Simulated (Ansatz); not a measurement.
Response to strain in BeTe

The parent structure is BeTe in the zinc blende structure (space group F-43m, No. 216; a = 5.6044 Å). Axes: x, y, z lie along the cube axes.

Strains are applied to the cell and any free atomic positions relax; under biaxial strain the out-of-plane vector relaxes too; under stress the whole cell relaxes.

All numbers come from PBEsol, PAW, 420 eV (Ansatz, a first-principles code; no SOC).

Notes on the quantities. energy relative to the base: free energy F.

```csv
change,energy relative to the base,band gap,shortest interatomic distance
base,0 meV/atom,1.84 eV,2.427 Å
"biaxial strain +1.02 %, plane normal [001], relaxed out of plane",+1.5 meV/atom,1.72 eV,2.437 Å
"biaxial strain +4.51 %, plane normal [001], relaxed out of plane",+27 meV/atom,1.39 eV,2.471 Å
"biaxial strain −0.90 %, plane normal [111], relaxed out of plane",?,?,?
"biaxial strain +0.55 %, plane normal [111], relaxed out of plane",+0.6 meV/atom,1.81 eV,2.428 Å
uniaxial strain ε_yy = +5.81 %,+22 meV/atom,1.75 eV,2.475 Å
tensor shear ε_yz = −3.44 %,+17 meV/atom,1.30 eV,2.401 Å
"uniaxial stress, 1 GPa tension along x",+0.9 meV/atom,1.78 eV,2.431 Å
"uniaxial stress, 1 GPa compression along x",+0.9 meV/atom,1.68 eV,2.423 Å
"uniaxial stress, 8 GPa tension along z",+51 meV/atom,1.49 eV,2.474 Å
```

Q: Complete the table.

A: 
- biaxial strain −0.90 %, plane normal [111], relaxed out of plane, energy relative to the base: +1.6 meV/atom
- biaxial strain −0.90 %, plane normal [111], relaxed out of plane, band gap: 1.76 eV
- biaxial strain −0.90 %, plane normal [111], relaxed out of plane, shortest interatomic distance: 2.412 Å

Spin-orbit coupling, missing from the scalar runs, can matter with Te. Stability under load was not tested beyond the relaxation.
